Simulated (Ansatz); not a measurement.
Start from TiTe2 in the CdI2 type structure (space group P-3m1, No. 164; a = 3.7824 Å, c = 6.6126 Å; layered, stacked along the Cartesian z axis; relaxed with 0.1 eV smearing). Axes: x lies along a and z along c of the hexagonal cell.

The values are results of Kohn–Sham DFT with the r2SCAN+rVV10 functional, run in Ansatz (a first-principles code) with PAW and 500 eV plane waves, no spin-orbit coupling, earlier PAW set, not measurements.

Base values:

The band gap is zero.

Perturbation: uniaxial strain ε_yy = −1.80 %, all other strain components held at zero, atoms relaxed at fixed cell.

Q: Estimate the effect on the stress and band gap.

A: The stress (xx, yy, zz, yz, xz, xy; compression positive) comes out as (0.4, 1.6, 0.3, 0.1, 0.0, 0.0) GPa; the band gap remains zero.

No phonon test of stability was made. The final runs are not spin-polarised.
